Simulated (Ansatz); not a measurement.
Given:

End structure of a constructed model of the (111) surface of fcc Rh, a layer of Re in place of the second plane (bottom of the slab: a bare face, its two planes held):

```yaml
crystal:
  lattice:
    - [2.70822, 0.00000, 0.00000]
    - [-1.35411, 2.34539, 0.00000]
    - [0.00000, 0.00000, 27.50000]
  atoms:
    - { symbol: Rh, position: [0.33333, 0.66667, 0.29701] }
    - { symbol: Rh, position: [0.66667, 0.33333, 0.37742] }
    - { symbol: Rh, position: [0.00000, 0.00000, 0.45688] }
    - { symbol: Rh, position: [0.33333, 0.66667, 0.54011] }
    - { symbol: Re, position: [0.66667, 0.33333, 0.61998] }
    - { symbol: Rh, position: [0.00000, 0.00000, 0.69795] }
```

Set-up: 6 atoms, 11.2 Å thick at the start with caps and adatoms (thin: gaps and levels are the slab's own); mesh 16x16x1; 0.1 eV smearing; dipole correction on; 2 atoms held, the rest relaxed; held to the start's symmetry, so lower structures may exist; no spin, no spin-orbit, no U. In PBE it is, or lies within 0.01 eV a 1x1 cell of, the lowest of the 2 structures of its composition computed so far; subsurface sites and larger cells were not tried.

Q: What is the computed work function of the top face (Ansatz (a first-principles code) with PBE)?

A: 4.48 eV
